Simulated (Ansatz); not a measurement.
System: zinc-blende BeS. Method: PBEsol-D3(BJ) (plane waves, PAW; Ansatz, a quantum-chemistry and plane-wave program).

The input as run:

Ansatz 0.2 input:
```yaml
crystal:
  lattice:
    - [0.0, 2.3812041722, 2.3812041722]
    - [2.3812041722, 0.0, 2.3812041722]
    - [2.3812041722, 2.3812041722, 0.0]
  atoms:
    - { symbol: Be, position: [0.0, 0.0, 0.0] }
    - { symbol: S, position: [0.25, 0.25, 0.25] }
basis:
  ecutwfc: 520
  ecutrho_ratio: 4
  xc_grid: 2
kpoints:
  mp_grid: { grid: [12, 12, 12] }
hamiltonian:
  xc: pbesol
  dispersion: d3bj
  pseudopotentials: { kind: paw }
scf:
  occupations: { method: fermi_dirac, width: 0.01 }
  convergence: { dr2_threshold: 0.0000000002 }
output:
  forces: true
  stress: true
  eigenvalues: true
```

How many irreducible k-points, plane waves at Γ does the program set up, and what pressure does the run end with?

72 irreducible k-points, 725 plane waves at Γ; P = 2.13 GPa, so the cell is compressed on average and its volume would grow at this level.

Output (set-up and result lines):

```
Crystal: 2 atoms, lattice volume = 27.003 Å³
Basis set: ecut = 520 eV, 725 PW (Γ), exchange–correlation on 54×54×54 points (8 copies of the dense FFT grid, shifted against one another)
Bands: 8, of which v1, the nominal top of the filled ones, is band 4 counted from 1 (3 counted from 0)
Symmetry: 24 space group operations
Space group: F-43m (ITA 216), of the structure as read, at distance tolerance 3.0e-5 Å
k-points: 72 of 1728 (time reversal used)
Functional: x = pbesol(κ = 0.804, μ = 0.12345679012345678), c = pbesol(β = 0.046)
SCF iter   1: F=—  HF=-977.914642 eV  |F-HF|=—  |Δ(HF+E_count)|=         —  Δρ=3.73e-3  dr2=4.89e-3
SCF iter   2: F=—  HF=-977.913108 eV  |F-HF|=—  |Δ(HF+E_count)|=   1.53e-3  Δρ=1.29e-3  dr2=4.87e-4
  ...
SCF iter   6: F=—  HF=-977.913177 eV  |F-HF|=—  |Δ(HF+E_count)|=   3.33e-7  Δρ=1.39e-6  dr2=5.85e-10
SCF iter   7: F=-977.913177 eV  HF=-977.913177 eV  |F-HF|=1.71e-12  |Δ(HF+E_count)|=  1.27e-10  Δρ=8.23e-8  dr2=2.25e-12
SCF 1 converged in 7 iterations: F = -977.913177 eV  dr2 = 2.25e-12
SCF converged after 7 iterations
Free energy (F): -977.913177 eV
Internal energy: -977.913177 eV  (E = F + TS)
E sigma→0 (E₀):  -977.913177 eV
Fermi energy:    7.346804 eV
--- Stress (GPa, compression-positive) ---
        2.125468       0.000000      -0.000000
        0.000000       2.125468       0.000000
       -0.000000       0.000000       2.125468
  P = ⅓ Tr σ = 2.1255 GPa (21.255 kbar)
```

The cell is one volume of an energy–volume scan, off the minimum.

The PAW data were made under PBE.
